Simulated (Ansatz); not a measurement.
For CsCl-type PdIn, PBEsol in Ansatz (PAW) gives:

| Property | Result |
|---|---|
| equilibrium lattice constant a | 3.247 Å |
| bulk modulus B0 | 136 GPa |
| enthalpy of formation | -0.530 eV/atom |

Problem. What does HSE06 (plane waves, PAW; Ansatz, a quantum-chemistry and plane-wave program) give for the same quantities?

Solution. 
- lattice constant a: 3.270 Å (grows by 0.7 %)
- bulk modulus: 129 GPa (shrinks by 5.1 %)
- formation enthalpy: -0.723 eV/atom (moves by -0.193 eV/atom)

Changes are worked out from the printed values.

Unless a cell is named, each level is at its own relaxed cell (PBEsol 17.12, HSE06 17.48 Å³/atom).

Levels without +SOC leave out spin–orbit coupling, which shifts energies and cells of such heavy elements.

Caveats: hybrids on metals are sensitive to the k mesh and can open a false gap (HSE06). Ansatz's density-functional and Hartree–Fock values are scalar-relativistic unless marked +SOC, with PAW data made under PBE.
